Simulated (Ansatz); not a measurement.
# PtAs2 (space group Pa-3, No. 205)

```cif
data_As8Pt4
_chemical_formula_sum 'As8 Pt4'
_space_group_name_H-M_alt 'Pa-3'
_space_group_IT_number 205
_space_group_name_Hall '-P 2ac 2ab 3'
_cell_length_a 5.98025
_cell_length_b 5.98025
_cell_length_c 5.98025
_cell_angle_alpha 90.000
_cell_angle_beta 90.000
_cell_angle_gamma 90.000
loop_
_atom_site_label
_atom_site_type_symbol
_atom_site_symmetry_multiplicity
_atom_site_Wyckoff_symbol
_atom_site_fract_x
_atom_site_fract_y
_atom_site_fract_z
_atom_site_occupancy
As1 As 8 c 0.38300 0.38300 0.38300 1
Pt1 Pt 4 a 0.00000 0.00000 0.00000 1
```

The values are results of PBEsol (Ansatz, a program for electronic structure, PAW, no spin-orbit coupling), earlier PAW set, not measurements. Γ-centred 5×5×5 mesh, Fermi–Dirac width 0.05 eV.

- Volume per atom: 17.82 Å³
- Density: 10.71 g/cm³
- Band gap: 0.26 eV, indirect, M–Γ (33 % along) → R
- Electron mass (degenerate bands, along [100]): 0.12 mₑ
- Total energy: -7337.697 eV/atom (σ→0; compares only within this code and set-up)

With Pt present, leaving out spin-orbit coupling can change the band edges. Effective masses come from finite differences of ±0.01 Å⁻¹. Stability against distortions was not tested. A zero or small gap of PtAs2 can be the functional's error rather than a property of the material.
